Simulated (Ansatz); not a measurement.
Here is the system:

```xyz
6
Lattice="3.9128 0.0000 0.0000 0.0000 3.9128 0.0000 1.9564 -1.9564 4.6647" Properties=species:S:1:pos:R:3 pbc="T T T"
Ti     1.9564     0.0000     2.3324
Ti     0.0000     0.0000     0.0000
O      1.9564     0.0000     0.3633
O      1.9564     1.9564     2.6956
O      3.9128     0.0000     1.9691
O      1.9564     0.0000     4.3015
```

No spin polarisation.

The values are results of Ansatz (an electronic-structure program), PBE, PAW, cutoff 420 eV, no SOC, not measurements. k-mesh 12×12×12 (Γ-centred); smearing 0.05 eV (Fermi–Dirac).

Task: Estimate the band gap.

Result: 1.90 eV.

Task: Estimate the gap character.

Result: Indirect, Γ–X (87 % along) → Γ.

The cells carry an imposed strain or load. Stability against distortions was not tested. All final runs are without spin polarisation. The cell was made from TiO2 in the anatase structure (space group I4_1/amd, No. 141) by this change: biaxial strain +3.00 %, plane normal [001], relaxed out of plane.
